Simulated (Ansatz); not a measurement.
For SrGa$_{2}$ (P6/mmm), PBEsol, DFPT electron-phonon coupling, linearised Boltzmann equation in Ansatz (an electronic-structure program) gives a transport coupling λ_tr = 0.385 and a Drude plasma energy ħω_p = 2.81 eV along z (a = (4.29, 0.00, 0.00) Å; b = (-2.15, 3.72, 0.00) Å; c = (0.00, 0.00, 4.71) Å).

Problem. Estimate the resistivity at 300 K from the high-temperature formula ρ = 2π λ_tr k_B T / (ħ ε₀ ω_p²), and say how the full Boltzmann solution compares.

Solution. The scattering rate is 1/τ = 2π λ_tr k_B T/ħ = 9.50e13 s⁻¹ and ω_p = 4.27e15 s⁻¹, so ρ ≈ 58.9 μΩ·cm. The Boltzmann solution gives 57.4 μΩ·cm, 0.97 times the estimate.

A metal at this level (no band gap). Only scattering by harmonic phonons is included (no impurities, grain boundaries, electron-electron scattering or thermal expansion). Spin-orbit coupling is left out. Halving the electron mesh (24x24x20) moves the resistivity by up to 5 % at 300 K, the coupling by up to 5 %. Smearing 0.20 eV; phonons on a 4x4x3 q mesh, which this run doesn't test.

Computed structure, not matched to a measured one here, so possibly hypothetical: SrGa2 (P6/mmm).
